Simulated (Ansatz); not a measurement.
**CoSi2: pressure 1.8 GPa**

The parent structure is CoSi$_{2}$ (space group Fm-3m, No. 225; a = 5.315 Å; non-magnetic).

One thing is altered: a hydrostatic pressure of 1.8 GPa.

The values are results of r2SCAN, PAW, 500 eV (Ansatz, a quantum-chemistry and plane-wave program; without spin-orbit coupling), earlier PAW set, not measurements. Settings: 15×15×15 k-points, 0.05 eV Fermi–Dirac smearing.

| quantity | base | changed | shift |
|---|---|---|---|
| density | 5.09 g/cm³ | 5.14 g/cm³ | +0.05 g/cm³ |
| lattice parameter a | 5.315 Å | 5.299 Å | -0.016 Å |
| shortest interatomic distance | 2.301 Å | 2.294 Å | -0.007 Å |
| enthalpy H = E + PV relative to the base's energy | – | +0.14 eV/atom | – |
| band gap | zero | zero | – |

Cost of the whole job for the changed cell (relaxation, final SCF and bands): roughly 30 core-seconds.

Load acts through the strain it causes; cell and atoms are relaxed under it. Stability against distortions was not tested. Seeded moments were not kept for the base. All final runs are without spin polarisation. An odd electron count without spin: CoSi2.
